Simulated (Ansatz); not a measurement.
For zinc-blende KI (model structure), PBE in Ansatz (plane waves, PAW) gives:

- lattice parameter a: 7.989 Å
- formation enthalpy: -1.413 eV/atom

What does r²SCAN in Ansatz (PAW) give for the same quantities?


- lattice constant a: 7.931 Å (shrinks by 0.7 %)
- formation enthalpy: -1.574 eV/atom (moves by -0.161 eV/atom)

Changes are worked out from the printed values.

Unless a cell is named, each level is at its own relaxed cell (PBE 63.74, r²SCAN 62.35 Å³/atom).

Levels without +SOC leave out spin–orbit coupling, which shifts energies and cells of such heavy elements.

Ansatz's density-functional and Hartree–Fock values are scalar-relativistic unless marked +SOC, with PAW data made under PBE.

A model structure was made by putting elements into a prototype or built by hand; it is no filed structure, need not be a known phase, and can be a saddle point held by its symmetry.

Ansatz is a quantum-chemistry and plane-wave program.
